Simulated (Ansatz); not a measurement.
Partial pair distribution functions of a relaxed model of amorphous Al28O43Sr, broadened by 0.06 Å; density 3.19 g/cm³. Computed with PBE, scalar-relativistic without spin-orbit coupling (plane waves to 420 eV, PAW; Ansatz, a program for electronic structure).

A CHGNet melt-quench gave the starting glass, which DFT then relaxed. O atoms were pushed apart under 1.9 Å during the dynamics, to hinder bonds among them. The hot cell started wider than the set density and was brought back towards it in steps. It is the lowest in DFT energy of 2 quenches. It is a model cell: composition and starting density were chosen by hand, and all elements were melted together. No dispersion term was used. Its density started from a set value of 3.19 and ended at 3.19 g/cm³. Cooling (nominally 410 K/ps over its main leg) ran many orders faster than in experiment, which tends to leave more defects and strain. A cell of this size samples the disorder only roughly. The volume was held where the preparation left it and the shape relaxed, at a PBE pressure of -0.6 GPa (tension). Stress components on the final sampling reach 0.7 GPa.

| r (Å) | g Al-O | g O-Sr | g Al-Al | g O-O |
|---|---|---|---|---|
| 1.55 | 0.01 | 0.00 | 0.00 | 0.00 |
| 1.65 | 0.64 | 0.00 | 0.00 | 0.00 |
| 1.75 | 5.40 | 0.00 | 0.00 | 0.00 |
| 1.85 | 8.28 | 0.00 | 0.00 | 0.00 |
| 1.95 | 4.15 | 0.00 | 0.00 | 0.00 |
| 2.05 | 1.15 | 0.00 | 0.00 | 0.00 |
| 2.15 | 0.36 | 0.00 | 0.00 | 0.00 |
| 2.25 | 0.17 | 0.36 | 0.00 | 0.01 |
| 2.35 | 0.15 | 2.23 | 0.00 | 0.26 |
| 2.45 | 0.10 | 2.33 | 0.01 | 1.33 |
| 2.55 | 0.17 | 1.69 | 0.21 | 1.81 |
| 2.65 | 0.18 | 1.06 | 0.99 | 2.36 |
| 2.75 | 0.09 | 2.11 | 1.63 | 2.72 |
| 2.85 | 0.25 | 1.41 | 1.88 | 3.06 |
| 2.95 | 0.30 | 1.62 | 1.75 | 2.46 |
| 3.05 | 0.32 | 1.57 | 2.54 | 1.62 |
| 3.15 | 0.66 | 0.99 | 3.36 | 1.24 |
| 3.25 | 1.08 | 2.02 | 2.87 | 1.02 |
| 3.35 | 1.02 | 1.10 | 1.96 | 0.72 |
| 3.45 | 1.02 | 0.12 | 1.29 | 0.72 |
| 3.55 | 1.18 | 0.01 | 0.78 | 0.60 |
| 3.65 | 0.98 | 0.28 | 0.65 | 0.58 |
| 3.75 | 1.04 | 0.70 | 0.41 | 0.47 |
| 3.85 | 1.19 | 0.89 | 0.28 | 0.46 |
| 3.95 | 1.45 | 1.73 | 0.48 | 0.47 |
| 4.05 | 1.34 | 0.87 | 0.45 | 0.47 |
| 4.15 | 1.16 | 1.22 | 0.29 | 0.39 |
| 4.25 | 1.23 | 0.87 | 0.45 | 0.53 |
| 4.35 | 1.43 | 1.27 | 0.58 | 0.60 |
| 4.45 | 1.47 | 1.35 | 0.82 | 0.67 |

Within 2.38 Å each Al has 4.79 O neighbours on average.
